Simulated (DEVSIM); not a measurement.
Structure: Schottky contact on p-type GaAs, at 350 K.

Layer 1 from the left is GaAs, thickness (μm) 6.00, Na (cm⁻³) 2.5e17, τn (s) 3.6e-8, τp (s) 3.6e-8.

Left contact: Schottky, work function 4.554 eV, emission velocity 2.8e6 cm/s. Right contact: ohmic. Voltage is applied to the left contact. Recombination: SRH at mid-gap. Mobility is μmin + (μ − μmin)/(1 + (N/Nref)^α).

Constants are typed, rounded textbook-type inputs, not results; the design itself was drawn at random and stands for no fabricated device. Values at 300 K; Nc and Nv go as T^1.5, mobilities as T to minus their exponent, the gap by Varshni's rule with the affinity fixed.

GaAs: gap (eV) 1.424, affinity (eV) 4.07, permittivity 12.9, Nc (cm⁻³) 4.7e17, Nv (cm⁻³) 9e18, μn (cm²/Vs) 8500, μp (cm²/Vs) 400, μn,min 500, μp,min 20, Nref,n 6e16, Nref,p 1.5e17, αn 0.39, αp 0.38, T exponent of μn 2.1, T exponent of μp 2.2, Varshni α (eV/K) 0.000541, Varshni β (K) 204.

Problem. Estimate by hand the built-in potential, the peak field at zero bias, and compare with a numerical solution.

Solution. 
- Built-in potential: barrier φB = 0.917 eV; Vbi = φB − kT/q ln(N_band/N) = 0.802 V; numerical 0.802 V.
- Peak field at zero bias: depletion approximation: W = √(2εVbi/(qN)) = 0.0676 μm with N = 2.50e17 cm⁻³; field = 2Vbi/W = 237000 V/cm; numerical 231000 V/cm (estimate above by 2.7 %).

Simulated with DEVSIM: 1D drift-diffusion, Boltzmann statistics, complete ionisation; no tunnelling, impact ionisation, image-force lowering or self-heating. Metal contacts follow the ideal Schottky-Mott rule: no Fermi-level pinning, no interface dipoles.
